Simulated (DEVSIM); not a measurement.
Structure: abrupt GaAs n-p junction, at 350 K.

Layer 1 from the left is GaAs, thickness (μm) 16.0, Nd (cm⁻³) 4.9e15, τn (s) 4.4e-8, τp (s) 4.4e-8. Layer 2 from the left is GaAs, thickness (μm) 23.0, Na (cm⁻³) 1.6e14, τn (s) 4.4e-8, τp (s) 4.4e-8.

Left contact: ohmic. Right contact: ohmic. Voltage is applied to the left contact. Recombination: SRH at mid-gap, Auger. Mobility is constant in doping.

This is a model device: material constants are rounded textbook-type values typed into the input, and sizes, dopings and lifetimes were drawn at random. Values at 300 K; Nc and Nv go as T^1.5, mobilities as T to minus their exponent, the gap by Varshni's rule with the affinity fixed.

GaAs: gap (eV) 1.424, affinity (eV) 4.07, permittivity 12.9, Nc (cm⁻³) 4.7e17, Nv (cm⁻³) 9e18, μn (cm²/Vs) 8500, μp (cm²/Vs) 400, T exponent of μn 2.1, T exponent of μp 2.2, Cn (cm⁶/s) 1e-30, Cp (cm⁶/s) 1e-30, Varshni α (eV/K) 0.000541, Varshni β (K) 204.

### Question
Estimate by hand the built-in potential, the peak field at zero bias, the capacitance at 0.6 V, and compare with a numerical solution.

### Answer

- Built-in potential: ni = √(Nc Nv) exp(−Eg/2kT) = 2.12e8 cm⁻³ with Eg = 1.401 eV; Vbi = kT/q ln(Na Nd/ni²) = 0.920 V; numerical 0.920 V.
- Peak field at zero bias: depletion approximation: W = √(2εVbi/(qN)) = 2.91 μm with N = 1.55e14 cm⁻³; field = 2Vbi/W = 6320 V/cm; numerical 6600 V/cm (estimate below by 4.2 %).
- Capacitance at 0.6 V: C = √(qεN / 2(Vbi + |V|)) = 3.05 nF/cm²; numerical 3.12 nF/cm² (estimate below by 2.2 %).

DEVSIM, 1D drift-diffusion, Boltzmann statistics, complete ionisation; no tunnelling, impact ionisation, image-force lowering or self-heating.
